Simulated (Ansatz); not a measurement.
Data:

Host crystal: anatase TiO2, with a band gap (PBE, scalar-relativistic without spin-orbit coupling).

End structure of OH on the 1x1 (101) surface of anatase TiO2 (cut with top plane O), one in a 2x1 cell, started at the site 'top O':

```xyz
38
Lattice="7.5975 0.0000 0.0000 1.8994 5.2090 0.0000 0.0000 0.0000 28.5000" Properties=species:S:1:pos:R:3 pbc="T T T"
O      1.8994     2.2734     9.5548
O      5.6981     2.2734     9.5548
Ti     1.8994     3.8696    10.4672
Ti     5.6981     3.8696    10.4672
O      3.7988     4.3968    10.2347
O      7.5975     4.3968    10.2347
O      3.7988     0.6610    10.9426
O      7.5975     0.6610    10.9426
Ti     1.8994     1.0646    10.9433
Ti     5.6981     1.0646    10.9433
O      1.8994     2.8956    11.9562
O      5.6981     2.8956    11.9562
O      1.8994     0.6402    13.0347
O      5.6981     0.6402    13.0347
Ti     1.9010     2.3901    13.9386
Ti     5.6967     2.3980    13.9563
O      3.7974     2.8150    14.0036
O      7.5996     2.8196    13.9871
O      1.9030     4.3274    14.5060
O      5.6941     4.3261    14.5003
Ti     3.7973     4.7374    14.5734
Ti     7.6007     4.7411    14.5326
O      1.8977     1.3022    15.4581
O      5.7049     1.2994    15.4582
O      3.8081     4.2849    16.5972
O      7.5767     4.2647    16.5177
Ti     1.8889     0.8622    17.4939
Ti     5.7067     0.8787    17.5313
O      3.8057     1.3192    17.5366
O      7.5989     1.2604    17.5380
O      1.8815     2.7815    18.1623
O      5.7216     2.7439    18.2427
Ti     3.7836     3.2207    18.1281
Ti     7.5977     3.2824    18.0003
O      3.8713     4.9834    18.9762
O      7.5857     4.8734    18.9228
O      3.6824     3.2157    20.1994
H      4.5378     3.5130    20.5716
```

Slab: 38 atoms, 9.4 Å thick at the start under the adsorbate (thin: gaps and levels are the slab's own); k 3x4x1, smearing 0.01 eV, dipole-corrected; single point; no symmetry held, on the structure that PBE left; spin-polarised, ending with about 1.0 μB a cell; orders that need a larger cell were not tried, no spin-orbit, no U, no dispersion correction. The program's check for a lower electronic state was not made. It is one chosen start, not shown to be the lowest state of the adsorbate.

A negative adsorption energy means that the adsorbate is more stable on the surface than in its reference.

**Question.** Predict the adsorption energy against H2O(g) − ½ H2(g) at the same level from r2SCAN, at the PBE geometry and the start's symmetry (Ansatz, an electronic-structure program).

**Answer.** 2.17 eV

**Question.** Estimate the change of the step from the bottom to the top vacuum level, against the clean slab that r2SCAN, at the PBE geometry and the start's symmetry returns for this input.

**Answer.** -0.51 eV

**Question.** What is the computed gap of the slab on its k-mesh (r2SCAN, at the PBE geometry and the start's symmetry)?

**Answer.** 1.40 eV

**Question.** What highest filled level below the top vacuum level does r2SCAN, at the PBE geometry and the start's symmetry give?

**Answer.** 7.32 eV
